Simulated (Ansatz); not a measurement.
Ansatz (a program for electronic structure) run on BAs (F-43m, 2 atoms in the cell): self-consistent single point.

Method of the run: LDA (PW92), default PAW files made with PBE (plane waves; Ansatz).

```
CELL_PARAMETERS angstrom
      0.00000     2.40649     2.40649
      2.40649     0.00000     2.40649
      2.40649     2.40649     0.00000
ATOMIC_POSITIONS crystal
  B  0.25000 0.25000 0.25000
  As 0.00000 0.00000 0.00000
```

Reference input (self-consistent single point, DFT, LDA (PW92), plane waves, default PAW files made with PBE): basis.ecutwfc = 30.9 Ry; kpoints.mp_grid.grid = 10 10 10; hamiltonian.xc = lda; hamiltonian.pseudopotentials = {kind: paw} (the program's default PAW files); scf.occupations.method = fixed. This run's input differs from it in these lines:

Ansatz 0.2 input:
```diff
@@ -10,3 +10,3 @@
 basis:
-  ecutwfc: 30.9 Ry
+  ecutwfc: 21.7 Ry
 kpoints:
```

The program printed (abridged):

```
SCF iter   1: F=—  HF=-4923.366768 eV  |F-HF|=—  |Δ(HF+E_count)|=         —  Δρ=7.36e-3  dr2=1.65e-2  ethr=1.77e-3  ⟨swp⟩=4.0  Hψ=2842  notcnv=0  defer=49
all-band conjugate gradients solve this SCF's bands
preconditioner: auto → none
SCF iter   2: F=—  HF=-4923.358070 eV  |F-HF|=—  |Δ(HF+E_count)|=   8.70e-3  Δρ=2.35e-3  dr2=8.65e-4  ethr=9.14e-5  ⟨swp⟩=3.0  Hψ=1505  notcnv=0  defer=87
SCF iter   3: F=—  HF=-4923.357720 eV  |F-HF|=—  |Δ(HF+E_count)|=   3.50e-4  Δρ=1.05e-3  dr2=1.83e-4  ethr=4.80e-6  ⟨swp⟩=2.0  Hψ=1135  notcnv=0  defer=87
SCF iter   4: F=—  HF=-4923.357692 eV  |F-HF|=—  |Δ(HF+E_count)|=   2.76e-5  Δρ=3.15e-4  dr2=1.29e-5  ethr=1.01e-6  ⟨swp⟩=2.1  Hψ=745  notcnv=0  defer=7
SCF iter   5: F=—  HF=-4923.357693 eV  |F-HF|=—  |Δ(HF+E_count)|=   8.71e-7  Δρ=3.44e-5  dr2=2.14e-7  ethr=7.16e-8  ⟨swp⟩=2.3  Hψ=1028  notcnv=0
SCF iter   6: F=-4923.357693 eV  HF=-4923.357693 eV  |F-HF|=3.67e-10  |Δ(HF+E_count)|=  6.13e-10  Δρ=2.88e-6  dr2=7.63e-10  ethr=5.56e-10  ⟨swp⟩=5.3  Hψ=2533  notcnv=0
SCF 1 converged in 6 iterations: F = -4923.357693 eV  dr2 = 7.63e-10
Free energy (F): -4923.357693 eV
Internal energy: -4923.357693 eV  (E = F + TS)
E sigma→0 (E₀):  -4923.357693 eV
Fermi energy:    10.491050 eV
--- Forces (eV/Å), atoms counted from 1 ---
  atom   1  B     -0.00000000     0.00000000     0.00000000
  atom   2  As    -0.00000000     0.00000000     0.00000000
--- Stress (GPa, compression-positive) ---
       -6.863573      -0.000000      -0.000000
       -0.000000      -6.863573       0.000000
        0.000000       0.000000      -6.863573
  P = ⅓ Tr σ = -6.8636 GPa (-68.636 kbar)
  The stress holds the Pulay correction. Without it, at fixed plane waves, as pw.x and ABINIT print it: P = -12.6989 GPa
```

The run converged in 6 iterations. Against the reference run the free energy goes up by 70.4 meV/atom, the pressure goes from -6.73 to -6.86 GPa and the gap on the mesh hardly changes (1.149 to 1.148 eV).

The starting cell comes from a database of computed structures (which also holds hypothetical and non-ambient phases and stackings), without a prior relaxation at this level. Its lattice was rescaled by a random factor within 2.5 % of one. Ansatz's pressure includes its estimate of the finite-basis (Pulay) stress. Without the estimate this run gives -12.70 GPa. The cutoff lies below the one recommended for these files.
